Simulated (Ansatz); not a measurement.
Start from BAs in the zinc blende structure (space group F-43m, No. 216; a = 4.768 Å).

It is then changed as follows: hydrostatic tension (pressure −1 GPa).

Levels (all Ansatz, an electronic-structure program, PAW): PBEsol (420 eV, scalar-relativistic without spin-orbit coupling); r2SCAN (500 eV, scalar-relativistic without spin-orbit coupling).

The geometry is relaxed with PBEsol.

| Property | Value |
|---|---|
| PBEsol lowest conduction level above the VBM at special points | X 1.32 eV; U 1.95 eV; K 1.95 eV; L 2.64 eV |
| PBEsol smallest direct gap | 3.24 eV |
| PBEsol pressure | -0.99 GPa |

Question: What does r2SCAN give at this geometry for the lowest conduction level above the VBM at special points, smallest direct gap and pressure?

Answer: The lowest conduction level above the VBM at special points changes from X 1.32 eV; U 1.95 eV; K 1.95 eV; L 2.64 eV to X 1.61 eV; U 2.28 eV; K 2.28 eV; L 2.96 eV; the smallest direct gap increases by 0.20 eV to 3.44 eV; the pressure grows by 1.40 GPa (-0.99 GPa → 0.41 GPa).

Single points use the geometry relaxed with PBEsol. Their cutoffs differ, which shifts pressures a little. Load acts through the strain it causes; cell and atoms are relaxed under it. Whether these cells are dynamically stable was not tested.
